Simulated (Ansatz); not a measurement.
# Pressure series in hypothetical rock salt WGe

Consider WGe in the rock salt structure (space group Fm-3m, No. 225; a = 5.156 Å; a hypothetical phase, not in the database extracts checked).

Cell and atoms are relaxed at each pressure.

The values are results of Kohn–Sham DFT with the PBE functional, run in Ansatz (a quantum-chemistry and plane-wave program) with PAW and 420 eV plane waves, no SOC, earlier PAW set, not measurements.

Notes on the quantities. enthalpy: H = E + PV relative to the base's energy.

| case | enthalpy | shortest interatomic distance |
|---|---|---|
| base | – | 2.578 Å |
| pressure −2 GPa | -0.22 eV/atom | 2.588 Å |
| pressure −1 GPa | -0.11 eV/atom | 2.583 Å |
| pressure 0.9 GPa | +0.10 eV/atom | 2.574 Å |
| pressure 2.1 GPa | +0.22 eV/atom | 2.568 Å |
| pressure 4.5 GPa | +0.48 eV/atom | 2.557 Å |
| pressure 9 GPa | +0.94 eV/atom | 2.538 Å |
| pressure 15 GPa | +1.54 eV/atom | 2.515 Å |
| pressure 22.5 GPa | +2.28 eV/atom | 2.491 Å |
| pressure 30 GPa | +2.99 eV/atom | 2.469 Å |

Load acts through the strain it causes; cell and atoms are relaxed under it. Stability against distortions was not tested. Competing high-pressure phases were not computed. The final runs are not spin-polarised. WGe has a high density of states at the Fermi level and may be magnetic at this level.
